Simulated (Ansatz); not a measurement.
Consider N-vacancy pair (N on one host C site, one C site vacant) in 3C silicon carbide, charge state +1. Computed with PBE, PAW (plane waves to 420 eV; Ansatz, a first-principles code).

64-site cell at the relaxed PBE lattice, a 2×2×2 k-point mesh shifted by half a step, smearing 0.01 eV, spin-restricted, no finite-size correction. Static, classical nuclei. The charge state is imposed; whether it is stable for some Fermi level was not computed. Forms of the defect that were not tried may lie lower. On the k-point mesh the defect's levels are only partly filled at one site or more.

Barriers: single points on a 3×3×3 k-point mesh shifted by half a step at the bands' geometries.

The step: a nearby C atom hops onto the vacant site (N-vacancy distance between ideal sites 3.10 → 5.36 Å). Atoms about the jump, Cartesian Å from the middle of the jump, before and after:

```csv
atom,x0,y0,z0,x1,y1,z1
C1,-1.12,0.01,-1.15,1.12,-0.01,1.15
Si2,0.07,1.05,-0.13,-0.11,1.01,0.12
Si3,0.13,-0.94,2.30,0.00,-1.08,2.20
Si4,2.10,-0.98,-0.12,2.17,-1.06,-0.02
Si5,-0.02,-1.09,-2.22,-0.11,-0.97,-2.31
Si6,-2.17,-1.06,0.01,-2.09,-0.96,0.12
C7,1.07,-2.18,-1.14,1.01,-2.09,-1.12
C8,-1.00,-2.09,1.13,-1.07,-2.20,1.15
Si9,0.00,-3.24,0.00,-0.01,-3.25,-0.02
C10,1.11,2.24,-1.15,1.01,2.13,-1.08
C11,-1.04,2.15,1.07,-1.12,2.23,1.14
Si12,2.08,0.99,2.30,2.20,1.13,2.19
C13,3.29,0.04,-1.15,3.28,0.02,-1.10
Si14,2.20,1.13,-2.23,2.17,1.10,-2.19
C15,1.08,0.01,-3.31,1.11,0.03,-3.34
C16,-1.12,0.03,3.32,-1.09,0.01,3.29
Si17,-2.21,1.13,-2.20,-2.10,1.02,-2.32
Si18,-2.18,1.11,2.17,-2.21,1.14,2.21
C19,-3.29,0.02,1.09,-3.31,0.04,1.14
C20,3.19,-2.09,1.09,3.26,-2.16,1.09
N21,1.11,-2.21,3.34,1.10,-2.18,3.30
C22,-1.10,-2.18,-3.32,-1.11,-2.18,-3.34
C23,-3.28,-2.16,-1.08,-3.21,-2.09,-1.08
```

Predict the transition state.


```json
[
 {"atom": "C1", "x": "0.11", "y": "-0.36", "z": "0.02"},
 {"atom": "Si2", "x": "-0.30", "y": "1.38", "z": "-0.31"},
 {"atom": "Si3", "x": "0.00", "y": "-0.97", "z": "1.98"},
 {"atom": "Si4", "x": "2.02", "y": "-1.10", "z": "-0.10"},
 {"atom": "Si5", "x": "0.08", "y": "-1.17", "z": "-2.08"},
 {"atom": "Si6", "x": "-2.07", "y": "-1.17", "z": "0.08"},
 {"atom": "C7", "x": "1.15", "y": "-2.38", "z": "-1.16"},
 {"atom": "C8", "x": "-1.08", "y": "-2.33", "z": "1.17"},
 {"atom": "Si9", "x": "0.00", "y": "-3.35", "z": "-0.01"},
 {"atom": "C10", "x": "1.09", "y": "2.31", "z": "-1.17"},
 {"atom": "C11", "x": "-1.15", "y": "2.30", "z": "1.08"},
 {"atom": "Si12", "x": "2.14", "y": "1.05", "z": "2.21"},
 {"atom": "C13", "x": "3.22", "y": "0.02", "z": "-1.09"},
 {"atom": "Si14", "x": "2.17", "y": "1.14", "z": "-2.20"},
 {"atom": "C15", "x": "1.05", "y": "0.00", "z": "-3.25"},
 {"atom": "C16", "x": "-1.07", "y": "0.03", "z": "3.22"},
 {"atom": "Si17", "x": "-2.12", "y": "1.25", "z": "-2.11"},
 {"atom": "Si18", "x": "-2.19", "y": "1.14", "z": "2.16"},
 {"atom": "C19", "x": "-3.23", "y": "0.02", "z": "1.05"},
 {"atom": "C20", "x": "3.19", "y": "-2.10", "z": "1.09"},
 {"atom": "N21", "x": "1.11", "y": "-2.14", "z": "3.26"},
 {"atom": "C22", "x": "-1.08", "y": "-2.13", "z": "-3.27"},
 {"atom": "C23", "x": "-3.25", "y": "-2.13", "z": "-1.09"}
]
```
It lies 3.90 eV above the start and 3.80 eV above the end. The program found a first-order saddle point.
